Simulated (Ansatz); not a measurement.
CuAu: response to strain

Take CuAu (space group P4/mmm, No. 123; relaxed with 0.1 eV smearing) as the base.

Space group P4/mmm (No. 123); a = 2.8694 Å, b = 2.8694 Å, c = 3.6452 Å, α = 90.00°, β = 90.00°, γ = 90.00°

```csv
atom,site,symmetry,x,y,z
Cu,1a,4/mmm,0.0000,0.0000,0.0000
Au,1d,4/mmm,0.5000,0.5000,0.5000
```

Strains are applied to the cell and any free atomic positions relax.

Calculations: Kohn–Sham DFT with the PBE functional, run in Ansatz (a program for electronic structure) with PAW and 420 eV plane waves, scalar-relativistic without spin-orbit coupling.

Notes on the quantities. energy relative to the base: free energy F.

| variant | energy relative to the base | shortest interatomic distance |
|---|---|---|
| base | 0 meV/atom | 2.727 Å |
| isotropic strain −2.50 % | +41 meV/atom | 2.659 Å |
| isotropic strain −2.00 % | +26 meV/atom | 2.673 Å |
| isotropic strain −1.50 % | +14 meV/atom | 2.686 Å |
| isotropic strain −1.00 % | +6.2 meV/atom | 2.700 Å |
| isotropic strain +0.50 % | +1.4 meV/atom | 2.741 Å |
| isotropic strain +1.00 % | +5.7 meV/atom | 2.755 Å |
| isotropic strain +1.50 % | +12 meV/atom | 2.768 Å |
| isotropic strain +2.00 % | +22 meV/atom | 2.782 Å |
| isotropic strain +2.50 % | ___ | 2.796 Å |

**Question.** Fill in the withheld entries from the trend.

**Answer.** 
- isotropic strain +2.50 %, energy relative to the base: +33 meV/atom

No phonon test of stability was made. The final runs are not spin-polarised.
